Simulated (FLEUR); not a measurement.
Band structure of Os (P6_3/mmc, 2 atoms in the cell).

```
Os
1.0
    1.36500    -2.36425     0.00000
    1.36500     2.36425     0.00000
    0.00000     0.00000     4.32000
Os
2
Direct
  0.33333   0.66667   0.25000
  0.66667   0.33333   0.75000
```

Method of the run: PBE, all-electron FLAPW (FLEUR), scalar-relativistic valence.

Settings: Kmax = 4.3 1/bohr; GmaxXC = 15 1/bohr; xcFunctional = pbe; jspins = 1; l_soc = F; mode = hist; fermiSmearingEnergy = 0.00499791 Htr; mesh (inpgen div1-3) = 11 11 6; inpgen gamma flag = true; Gmax = 15 1/bohr; numbands = 0; maxIterBroyd = 25; imix = Anderson; alpha = 0.05.

The starting cell has typed, rounded lattice constants, without a prior relaxation at this level. Spin-orbit coupling is off. Spin polarisation is off. Values depend on the basis (sphere radii, cutoffs, local orbitals), which need not be converged.

Levels in eV from the Fermi level, bands 11 to 18:
```csv
point,11,12,13,14,15,16,17,18
Γ,-2.79,-2.18,-2.18,-1.51,-1.51,0.05,1.75,1.75
M,-2.86,-2.55,-1.85,2.14,2.71,2.81,4.54,5.83
K,-3.41,-3.41,-1.30,1.54,1.54,2.13,5.39,5.39
A,-3.21,-3.21,-3.21,-3.21,0.96,0.96,0.96,0.96
L,-1.17,-1.17,-0.12,-0.12,2.48,2.48,3.39,3.39
H,-3.40,-3.40,-1.33,-1.33,1.70,1.70,8.49,8.49
```
